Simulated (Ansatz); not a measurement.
```
CdS
1.0
    0.00000     2.87841     2.87841
    2.87841     0.00000     2.87841
    2.87841     2.87841     0.00000
S Cd
1 1
Direct
  0.25000   0.25000   0.25000
  0.00000   0.00000   0.00000
```

The cell was generated from a structure type, relaxed within its symmetry, and need not be the phase found at ambient conditions. Dynamical quadrupoles are not included in the interpolation of the phonons between the solved wave vectors. Unless called populations, κ holds the coherence term between modes besides the Boltzmann populations.

Question: Estimate the lattice thermal conductivity at 400 K from the linearised phonon Boltzmann equation (three-phonon plus isotope scattering), Ansatz (a first-principles code), LDA functional, plane-wave PAW (third-order constants from a 54-atom supercell out to 5.3 Å, harmonic mesh 6×6×6, k mesh 6×6×6, scattering mesh 15×15×15).

Answer: κ = 18 W/(m K). Supercell, cutoff and meshes were set by a common rule and not converged for this crystal in particular.

The PAW data sets were generated under PBE and serve the other functionals too.
